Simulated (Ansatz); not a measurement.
**Hypothetical P6_422 SiC: response to strain**

The parent structure is SiC (space group P6_422, No. 181; a hypothetical phase, not in the database extracts checked).

```yaml
crystal:
  lattice:
    - [3.08499, 0.00000, 0.00000]
    - [-1.54249, 2.67168, 0.00000]
    - [0.00000, 0.00000, 7.06172]
  atoms:
    - { symbol: Si, position: [0.00000, 0.50000, 0.33333] }
    - { symbol: Si, position: [0.50000, 0.50000, 0.66667] }
    - { symbol: Si, position: [0.50000, 0.00000, 0.00000] }
    - { symbol: C, position: [0.00000, 0.50000, 0.83333] }
    - { symbol: C, position: [0.50000, 0.50000, 0.16667] }
    - { symbol: C, position: [0.50000, 0.00000, 0.50000] }
```

Cartesian axes are those of the cell as printed.

Strains are applied to the cell and any free atomic positions relax; under biaxial strain the out-of-plane vector relaxes too.

The values are results of DFT with PBE, PAW potentials and a 420 eV plane-wave cutoff in Ansatz (a first-principles code), no spin-orbit coupling, not measurements.

Notes on the quantities. pressure: mean of the normal stresses, compression positive.

```csv
variant,band gap,shortest interatomic distance,pressure
base,0.87 eV,1.940 Å,0.00 GPa
"biaxial strain −2.31 %, plane normal [001], relaxed out of plane",0.49 eV,1.917 Å,8.36 GPa
"biaxial strain +3.65 %, plane normal [001], relaxed out of plane",0.98 eV,1.977 Å,-10.36 GPa
uniaxial strain ε_xx = +2.22 %,___,___,___
```

Fill in the withheld entries from the trend.


- uniaxial strain ε_xx = +2.22 %, band gap: 0.93 eV
- uniaxial strain ε_xx = +2.22 %, shortest interatomic distance: 1.947 Å
- uniaxial strain ε_xx = +2.22 %, pressure: -4.31 GPa

Whether these cells are dynamically stable was not tested. The base started in P3_121 and relaxed to P6_422 at this level.
